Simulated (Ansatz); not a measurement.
**Si well of 8 atomic layers along [001] in random Si0.7Ge0.3, interfaces one step of a layer**

Prepared with Tersoff's 1989 multicomponent potential (SiCGe.tersoff) (LAMMPS): minimisation. Geometry as solved with PBE, support functions at accuracy medium on the grid of 370 eV (Ansatz, a first-principles code).

```xyz
576
Lattice="16.67 0.00 0.00 0.00 16.67 0.00 0.00 0.00 44.14" Properties=species:S:1:pos:R:3 pbc="T T T"
Si     0.02    -0.03     0.01
Ge     1.39     1.41     1.40
Si     2.78     2.80    -0.04
Si     4.11     4.16     1.38
Si     2.79     0.03     2.80
Si     4.13     1.37     4.21
Si    -0.03     2.81     2.80
Si     1.37     4.16     4.18
Ge    -0.04     0.05     5.58
Si     1.38     1.44     6.97
Si     2.74     2.77     5.55
Ge     4.13     4.15     7.00
Ge     2.79     0.03     8.36
Si     4.22     1.40     9.76
Si    -0.01     2.79     8.35
Si     1.34     4.21     9.72
Si    -0.01     0.01    11.14
Si     1.34     1.42    12.50
Ge     2.76     2.80    11.12
Si     4.14     4.23    12.51
Ge     2.76     0.05    13.90
Si     4.16     1.42    15.32
Si     0.01     2.82    13.88
Si     1.39     4.18    15.26
Si     0.00     0.00    16.70
Si     1.40     1.40    18.02
Si     2.76     2.80    16.65
Si     4.17     4.18    18.00
Si     2.77     0.00    19.38
Si     4.17     1.39    20.72
Si     0.00     2.78    19.36
Si     1.39     4.17    20.71
Si     0.00     0.00    22.08
Si     1.39     1.39    23.43
Si     2.78     2.78    22.07
Si     4.17     4.17    23.42
Si     2.78     0.00    24.79
Si     4.17     1.39    26.14
Si     0.00     2.79    24.78
Si     1.39     4.17    26.14
Si     0.01     0.01    27.50
Si     1.39     1.39    28.87
Si     2.76     2.77    27.48
Ge     4.16     4.20    28.85
Si     2.78     0.04    30.26
Si     4.17     1.35    31.64
Si     0.02     2.77    30.23
Ge     1.39     4.21    31.61
Si     0.01    -0.02    33.10
Si     1.38     1.35    34.47
Ge     2.77     2.74    33.05
Ge     4.19     4.19    34.45
Si     2.78    -0.02    35.81
Si     4.20     1.35    37.17
Si     0.01     2.73    35.81
Ge     1.36     4.20    37.18
Si    -0.02    -0.05    38.54
Ge     1.36     1.35    39.98
Ge     2.80     2.75    38.56
Ge     4.19     4.19    40.00
Si     2.79    -0.03    41.38
Si     4.14     1.40    42.73
Si     0.02     2.82    41.37
Si     1.39     4.18    42.74
Si     0.00     5.53    -0.01
Si     1.39     6.90     1.36
Si     2.76     8.28    -0.02
Ge     4.18     9.72     1.34
Si     2.72     5.52     2.76
Ge     4.11     6.95     4.15
Ge     0.00     8.30     2.78
Si     1.40     9.69     4.19
Si     0.01     5.53     5.60
Si     1.37     6.94     6.97
Si     2.73     8.33     5.60
Si     4.15     9.67     6.94
Si     2.73     5.59     8.37
Si     4.14     6.95     9.74
Si     0.02     8.29     8.40
Si     1.38     9.67     9.79
Si     0.01     5.57    11.15
Si     1.39     6.95    12.52
Si     2.78     8.32    11.14
Si     4.13     9.72    12.51
Si     2.76     5.58    13.90
Si     4.14     6.94    15.28
Si     0.01     8.33    13.90
Si     1.38     9.72    15.26
Si     0.00     5.56    16.63
Si     1.38     6.95    18.00
Si     2.76     8.34    16.64
Si     4.15     9.72    18.01
Si     2.78     5.56    19.35
Si     4.17     6.95    20.72
Si     0.00     8.34    19.36
Si     1.39     9.72    20.73
Si     0.01     5.56    22.07
Si     1.39     6.94    23.43
Si     2.78     8.33    22.08
Si     4.17     9.73    23.42
Si     2.79     5.56    24.79
Si     4.17     6.95    26.14
Si     0.00     8.34    24.79
Si     1.41     9.72    26.14
Si     0.04     5.59    27.50
Si     1.39     6.98    28.89
Si     2.79     8.34    27.51
Si     4.19     9.69    28.87
Si     2.79     5.63    30.25
Si     4.18     6.97    31.64
Si     0.02     8.32    30.30
Si     1.38     9.70    31.68
Si     0.01     5.61    33.02
Si     1.42     6.95    34.38
Si     2.80     8.34    33.03
Si     4.14     9.72    34.44
Si     2.77     5.61    35.80
Si     4.14     6.96    37.19
Ge     0.01     8.35    35.81
Si     1.42     9.75    37.20
Si    -0.01     5.59    38.62
Si     1.39     6.96    39.97
Si     2.76     8.34    38.59
Si     4.09     9.71    39.98
Si     2.74     5.58    41.37
Si     4.12     6.91    42.76
Si     0.04     8.31    41.38
Si     1.42     9.68    42.75
Ge     0.01    11.08     0.01
Si     1.35    12.52     1.42
Ge     2.74    13.87    -0.03
Ge     4.17    15.32     1.39
Ge     2.76    11.12     2.81
Si     4.19    12.47     4.21
Si    -0.04    13.90     2.76
Ge     1.38    15.28     4.15
Ge     0.02    11.15     5.54
Si     1.40    12.51     6.97
Ge     2.82    13.88     5.60
Si     4.21    15.29     6.99
Ge     2.77    11.08     8.37
Si     4.14    12.53     9.76
Ge     0.02    13.94     8.34
Si     1.39    15.31     9.79
Si     0.03    11.05    11.17
Si     1.38    12.48    12.52
Si     2.73    13.87    11.12
Ge     4.18    15.27    12.48
Si     2.76    11.11    13.90
Si     4.15    12.48    15.28
Si    -0.02    13.85    13.87
Ge     1.36    15.24    15.30
Si     0.00    11.11    16.63
Si     1.39    12.49    18.01
Si     2.80    13.86    16.67
Si     4.15    15.28    18.02
Si     2.77    11.11    19.37
Si     4.16    12.50    20.72
Si     0.00    13.89    19.36
Si     1.38    15.28    20.73
Si     0.00    11.11    22.08
Si     1.39    12.50    23.43
Si     2.78    13.89    22.08
Si     4.17    15.28    23.43
Si     2.78    11.11    24.78
Si     4.17    12.49    26.13
Si     0.00    13.90    24.78
Si     1.38    15.28    26.14
Si     0.03    11.12    27.47
Si     1.40    12.50    28.82
Si     2.77    13.88    27.47
Ge     4.17    15.28    28.88
Ge     2.78    11.10    30.26
Si     4.16    12.52    31.66
Ge     0.00    13.89    30.21
Ge     1.42    15.29    31.68
Si     0.02    11.08    33.06
Si     1.38    12.49    34.42
Si     2.79    13.86    33.06
Si     4.12    15.29    34.40
Si     2.77    11.12    35.81
Si     4.12    12.52    37.18
Si     0.01    13.88    35.80
Si     1.39    15.27    37.18
Si     0.03    11.13    38.54
Ge     1.41    12.52    39.98
Si     2.79    13.93    38.55
Si     4.16    15.29    39.95
Si     2.78    11.08    41.39
Si     4.18    12.48    42.72
Si     0.00    13.95    41.33
Si     1.37    15.30    42.72
Si     5.54     0.07    -0.02
Si     6.94     1.40     1.35
Si     8.37     2.75     0.04
Si     9.77     4.14     1.37
Ge     8.31    -0.01     2.75
Ge     9.74     1.43     4.16
Ge     5.53     2.77     2.79
Si     6.95     4.13     4.20
Si     5.51    -0.02     5.56
Ge     6.93     1.37     6.95
Si     8.31     2.77     5.56
Ge     9.70     4.14     6.98
Si     8.34    -0.03     8.34
Ge     9.70     1.43     9.71
Si     5.56     2.77     8.40
Si     6.91     4.18     9.75
Si     5.60     0.01    11.10
Si     6.95     1.42    12.46
Si     8.31     2.84    11.13
Si     9.71     4.20    12.50
Ge     8.33     0.04    13.89
Si     9.73     1.40    15.32
Ge     5.55     2.81    13.89
Si     6.98     4.18    15.30
Si     5.51     0.03    16.69
Si     6.94     1.40    18.02
Si     8.34     2.78    16.67
Si     9.73     4.17    18.01
Si     8.34     0.01    19.37
Si     9.72     1.40    20.73
Si     5.55     2.79    19.37
Si     6.95     4.17    20.72
Si     5.56     0.00    22.08
Si     6.94     1.39    23.43
Si     8.33     2.78    22.08
Si     9.73     4.17    23.43
Si     8.33     0.00    24.78
Si     9.72     1.39    26.14
Si     5.56     2.79    24.79
Si     6.95     4.17    26.14
Si     5.59     0.01    27.49
Si     6.99     1.36    28.85
Si     8.33     2.78    27.50
Si     9.68     4.14    28.90
Si     8.37     0.01    30.24
Si     9.71     1.39    31.65
Ge     5.59     2.76    30.27
Si     6.97     4.20    31.65
Si     5.50    -0.02    33.03
Ge     6.93     1.39    34.40
Si     8.33     2.79    32.98
Ge     9.73     4.18    34.41
Si     8.31    -0.04    35.78
Ge     9.70     1.38    37.18
Si     5.58     2.77    35.86
Si     6.94     4.17    37.22
Si     5.56     0.00    38.59
Si     6.93     1.39    39.97
Si     8.30     2.78    38.61
Si     9.70     4.10    39.99
Si     8.33     0.07    41.36
Si     9.72     1.40    42.77
Si     5.55     2.73    41.37
Ge     6.92     4.12    42.81
Si     5.46     5.53     0.01
Ge     6.89     6.92     1.38
Ge     8.34     8.36    -0.01
Si     9.72     9.74     1.43
Ge     8.34     5.50     2.78
Ge     9.72     7.00     4.18
Si     5.54     8.34     2.78
Ge     6.94     9.72     4.20
Ge     5.58     5.56     5.58
Si     6.96     6.96     7.00
Si     8.33     8.34     5.64
Si     9.70     9.72     7.00
Si     8.28     5.54     8.37
Ge     9.74     6.90     9.73
Si     5.51     8.30     8.33
Ge     6.89     9.75     9.72
Si     5.51     5.55    11.10
Ge     6.90     6.92    12.55
Ge     8.34     8.35    11.15
Si     9.76     9.74    12.50
Si     8.35     5.54    13.92
Si     9.72     6.92    15.29
Si     5.47     8.33    13.90
Ge     6.91     9.68    15.31
Si     5.56     5.57    16.63
Si     6.94     6.93    18.02
Si     8.36     8.30    16.67
Si     9.74     9.71    18.01
Si     8.34     5.55    19.37
Si     9.73     6.94    20.73
Si     5.55     8.34    19.36
Si     6.95     9.72    20.72
Si     5.56     5.56    22.07
Si     6.94     6.95    23.43
Si     8.34     8.34    22.08
Si     9.72     9.73    23.43
Si     8.34     5.56    24.78
Si     9.70     6.97    26.14
Si     5.56     8.34    24.78
Si     6.95     9.72    26.15
Si     5.59     5.59    27.48
Si     6.96     6.95    28.88
Si     8.33     8.35    27.52
Si     9.73     9.72    28.89
Si     8.34     5.56    30.26
Si     9.72     6.96    31.61
Si     5.57     8.33    30.25
Si     6.96     9.69    31.61
Si     5.55     5.56    32.98
Ge     6.93     6.95    34.41
Si     8.33     8.32    32.97
Ge     9.75     9.71    34.36
Si     8.31     5.55    35.84
Si     9.71     6.95    37.16
Si     5.50     8.33    35.80
Ge     6.93     9.71    37.19
Si     5.55     5.57    38.53
Ge     6.96     6.96    39.92
Si     8.39     8.35    38.55
Si     9.76     9.71    39.93
Ge     8.35     5.54    41.38
Si     9.76     6.96    42.75
Ge     5.51     8.34    41.38
Si     6.93     9.75    42.75
Si     5.58    11.15    -0.03
Si     6.97    12.46     1.38
Ge     8.36    13.89     0.00
Si     9.76    15.31     1.36
Si     8.34    11.12     2.78
Si     9.69    12.51     4.14
Ge     5.59    13.86     2.81
Si     6.92    15.31     4.20
Si     5.51    11.08     5.60
Ge     6.92    12.49     7.00
Ge     8.34    13.93     5.57
Si     9.75    15.28     7.00
Si     8.37    11.12     8.37
Si     9.74    12.51     9.73
Si     5.54    13.92     8.41
Si     6.96    15.29     9.73
Si     5.47    11.12    11.13
Ge     6.91    12.51    12.47
Si     8.33    13.88    11.07
Ge     9.74    15.22    12.51
Ge     8.35    11.10    13.89
Ge     9.76    12.52    15.33
Si     5.52    13.86    13.92
Ge     6.90    15.28    15.31
Si     5.53    11.13    16.67
Si     6.94    12.50    18.03
Si     8.33    13.90    16.71
Si     9.73    15.29    18.03
Si     8.34    11.10    19.36
Si     9.73    12.50    20.71
Si     5.55    13.90    19.38
Si     6.95    15.29    20.72
Si     5.56    11.12    22.07
Si     6.95    12.50    23.43
Si     8.34    13.89    22.07
Si     9.72    15.28    23.42
Si     8.34    11.11    24.79
Si     9.73    12.50    26.15
Si     5.56    13.89    24.78
Si     6.95    15.28    26.14
Si     5.54    11.08    27.49
Ge     6.95    12.48    28.89
Si     8.35    13.91    27.50
Si     9.73    15.27    28.88
Si     8.36    11.08    30.28
Si     9.72    12.49    31.64
Si     5.54    13.87    30.29
Ge     6.96    15.28    31.65
Ge     5.57    11.10    33.03
Si     6.97    12.54    34.39
Si     8.38    13.87    33.04
Si     9.72    15.26    34.43
Ge     8.36    11.16    35.79
Si     9.77    12.52    37.21
Ge     5.54    13.91    35.79
Si     6.93    15.32    37.19
Ge     5.49    11.13    38.61
Si     6.90    12.53    39.99
Ge     8.31    13.89    38.57
Ge     9.73    15.33    39.98
Ge     8.33    11.11    41.33
Si     9.74    12.49    42.74
Si     5.51    13.89    41.33
Ge     6.91    15.32    42.71
Si    11.12     0.02    -0.01
Si    12.51     1.38     1.40
Si    13.89     2.77     0.06
Si    15.29     4.17     1.39
Si    13.91     0.02     2.78
Si    15.25     1.44     4.15
Si    11.17     2.80     2.75
Si    12.55     4.13     4.15
Ge    11.17     0.01     5.61
Si    12.56     1.43     6.99
Si    13.91     2.80     5.57
Si    15.29     4.16     6.97
Si    13.91     0.02     8.35
Si    15.31     1.39     9.73
Si    11.17     2.79     8.36
Si    12.54     4.15     9.76
Ge    11.15    -0.01    11.09
Ge    12.58     1.39    12.52
Si    13.96     2.80    11.11
Si    15.30     4.19    12.51
Si    13.93    -0.03    13.92
Ge    15.29     1.41    15.29
Ge    11.11     2.81    13.92
Si    12.53     4.22    15.30
Si    11.12     0.00    16.65
Si    12.50     1.39    18.01
Si    13.87     2.82    16.67
Si    15.29     4.18    18.01
Si    13.89     0.00    19.37
Si    15.28     1.39    20.72
Si    11.11     2.78    19.37
Si    12.51     4.17    20.71
Si    11.11     0.00    22.07
Si    12.50     1.39    23.42
Si    13.89     2.78    22.07
Si    15.29     4.17    23.42
Si    13.89     0.00    24.78
Si    15.29     1.39    26.13
Si    11.11     2.77    24.78
Si    12.52     4.15    26.11
Si    11.08    -0.02    27.49
Ge    12.49     1.39    28.87
Si    13.89     2.78    27.46
Ge    15.28     4.19    28.87
Si    13.90    -0.02    30.24
Ge    15.32     1.35    31.63
Si    11.05     2.78    30.26
Ge    12.45     4.22    31.62
Si    11.07     0.00    33.05
Si    12.48     1.33    34.44
Ge    13.85     2.75    33.04
Ge    15.33     4.17    34.41
Si    13.89    -0.02    35.81
Si    15.30     1.34    37.17
Si    11.12     2.73    35.77
Ge    12.50     4.14    37.16
Si    11.14    -0.02    38.53
Ge    12.47     1.38    39.97
Ge    13.97     2.78    38.60
Si    15.33     4.21    40.01
Ge    13.91    -0.06    41.37
Ge    15.31     1.41    42.78
Si    11.07     2.76    41.37
Ge    12.51     4.16    42.76
Si    11.09     5.56    -0.01
Ge    12.51     6.93     1.40
Si    13.94     8.32    -0.01
Si    15.25     9.71     1.40
Si    13.93     5.52     2.80
Si    15.32     6.85     4.17
Si    11.10     8.37     2.75
Ge    12.52     9.75     4.13
Ge    11.15     5.52     5.55
Ge    12.53     6.93     7.02
Ge    13.94     8.28     5.53
Ge    15.33     9.70     6.98
Si    13.94     5.52     8.40
Si    15.30     6.93     9.77
Si    11.09     8.34     8.35
Ge    12.47     9.70     9.79
Si    11.16     5.52    11.15
Si    12.55     6.90    12.50
Si    13.92     8.30    11.15
Si    15.28     9.70    12.53
Si    13.92     5.55    13.90
Si    15.30     6.94    15.26
Ge    11.15     8.32    13.89
Si    12.55     9.73    15.29
Si    11.12     5.57    16.65
Si    12.51     6.96    18.01
Si    13.92     8.32    16.64
Si    15.29     9.72    18.00
Si    13.90     5.57    19.36
Si    15.28     6.95    20.72
Si    11.12     8.33    19.37
Si    12.51     9.73    20.72
Si    11.12     5.55    22.08
Si    12.50     6.95    23.43
Si    13.89     8.34    22.08
Si    15.28     9.72    23.43
Si    13.90     5.56    24.78
Si    15.29     6.95    26.14
Si    11.11     8.34    24.79
Si    12.50     9.72    26.15
Ge    11.12     5.55    27.53
Si    12.52     6.98    28.91
Si    13.88     8.32    27.49
Ge    15.29     9.73    28.88
Si    13.90     5.62    30.27
Si    15.28     6.97    31.67
Si    11.11     8.34    30.26
Si    12.50     9.72    31.63
Si    11.10     5.63    33.02
Si    12.50     7.00    34.37
Si    13.89     8.37    33.01
Si    15.27     9.74    34.40
Ge    13.90     5.62    35.79
Si    15.30     6.96    37.24
Si    11.12     8.30    35.78
Ge    12.51     9.72    37.18
Ge    11.06     5.53    38.58
Ge    12.53     6.94    39.99
Si    13.92     8.33    38.58
Ge    15.32     9.73    39.97
Si    13.95     5.56    41.39
Si    15.32     6.94    42.76
Si    11.10     8.34    41.35
Ge    12.54     9.71    42.73
Ge    11.13    11.14     0.03
Si    12.56    12.53     1.40
Si    13.89    13.94     0.05
Si    15.28    15.31     1.40
Si    13.93    11.15     2.75
Si    15.26    12.54     4.15
Ge    11.15    13.92     2.79
Si    12.57    15.31     4.18
Ge    11.08    11.14     5.58
Si    12.49    12.57     6.94
Si    13.90    13.91     5.56
Si    15.24    15.30     6.95
Ge    13.86    11.13     8.33
Ge    15.32    12.48     9.78
Si    11.12    13.90     8.35
Si    12.52    15.28     9.68
Si    11.09    11.15    11.16
Si    12.50    12.48    12.55
Ge    13.88    13.92    11.16
Si    15.31    15.30    12.54
Si    13.90    11.09    13.89
Si    15.28    12.49    15.25
Si    11.17    13.88    13.93
Si    12.52    15.29    15.28
Si    11.16    11.07    16.68
Si    12.52    12.50    18.01
Si    13.90    13.88    16.63
Si    15.27    15.27    18.02
Si    13.91    11.11    19.37
Si    15.29    12.50    20.72
Si    11.12    13.89    19.36
Si    12.50    15.28    20.72
Si    11.12    11.11    22.07
Si    12.50    12.50    23.43
Si    13.89    13.89    22.07
Si    15.28    15.28    23.43
Si    13.89    11.10    24.78
Si    15.30    12.48    26.11
Si    11.10    13.89    24.77
Si    12.47    15.30    26.11
Si    11.10    11.10    27.52
Si    12.46    12.48    28.90
Ge    13.87    13.88    27.50
Si    15.27    15.32    28.86
Si    13.84    11.11    30.26
Ge    15.26    12.47    31.67
Si    11.08    13.86    30.25
Ge    12.48    15.27    31.65
Si    11.14    11.12    32.98
Ge    12.51    12.51    34.43
Si    13.92    13.92    33.07
Si    15.29    15.28    34.45
Si    13.94    11.12    35.80
Si    15.31    12.50    37.18
Si    11.11    13.92    35.84
Si    12.53    15.27    37.19
Si    11.12    11.13    38.59
Si    12.53    12.49    39.93
Si    13.90    13.86    38.55
Si    15.29    15.24    39.91
Si    13.89    11.14    41.32
Ge    15.26    12.56    42.73
Ge    11.16    13.88    41.38
Si    12.51    15.28    42.82
```
